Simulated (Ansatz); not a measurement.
The parent structure is BAs in the zinc blende structure (space group F-43m, No. 216; a = 4.7679 Å). Axes: x, y, z lie along the cube axes.

Method: Kohn–Sham DFT with the PBEsol functional, run in Ansatz (a program for electronic structure) with PAW and 420 eV plane waves, no SOC.

Strains are applied to the cell and any free atomic positions relax; under biaxial strain the out-of-plane vector relaxes too.

One change was made to it. Results:

The smallest direct gap drops by 0.50 eV to 2.75 eV; the pressure (mean of the normal stresses, compression positive) goes from zero to -5.58 GPa.

Task: What was done to the base?
(A) biaxial strain −0.50 %, plane normal [001], relaxed out of plane
(B) biaxial strain −2.50 %, plane normal [001], relaxed out of plane
(C) biaxial strain +3.00 %, plane normal [001], relaxed out of plane
(D) biaxial strain +2.00 %, plane normal [001], relaxed out of plane

Result: C, biaxial strain +3.00 %, plane normal [001], relaxed out of plane. For comparison, the smallest direct gap in the other runs: biaxial strain −2.50 %, plane normal [001], relaxed out of plane gives 3.10 eV; biaxial strain −0.50 %, plane normal [001], relaxed out of plane gives 3.22 eV; biaxial strain +2.00 %, plane normal [001], relaxed out of plane gives 2.91 eV.

Stability against distortions was not tested.
